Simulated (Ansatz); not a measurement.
LiCl (P6₃mc, No. 186, 4 atoms in the cell; start mp-1185319; a measured phase of this formula has another space group) was calculated with PBE0 (Ansatz, a program for electronic structure, plane waves, PAW).

Run with plane-wave cutoff 460 eV, 9×9×4 k mesh (along the axes of the cell as run), Fermi–Dirac smearing 0.01 eV, scalar-relativistic PAW data made under PBE.

Cell (relaxed with PBEsol):

```yaml
crystal:
  lattice:
    - [3.88215, 0.00000, 0.00000]
    - [-1.94108, 3.36204, 0.00000]
    - [0.00000, 0.00000, 6.17545]
  atoms:
    - { symbol: Li, position: [0.66667, 0.33333, 0.87874] }
    - { symbol: Li, position: [0.33333, 0.66667, 0.37874] }
    - { symbol: Cl, position: [0.66667, 0.33333, 0.49626] }
    - { symbol: Cl, position: [0.33333, 0.66667, 0.99626] }
```

Problem. Estimate the band gap that the calculation returns.

Solution. 
band gap: 8.12 eV (on the SCF k mesh)

Note: cell and atoms aren't relaxed at this level (pressure 0.5 GPa).

A start named mp-… is a Materials Project structure, which need not be a measured phase.
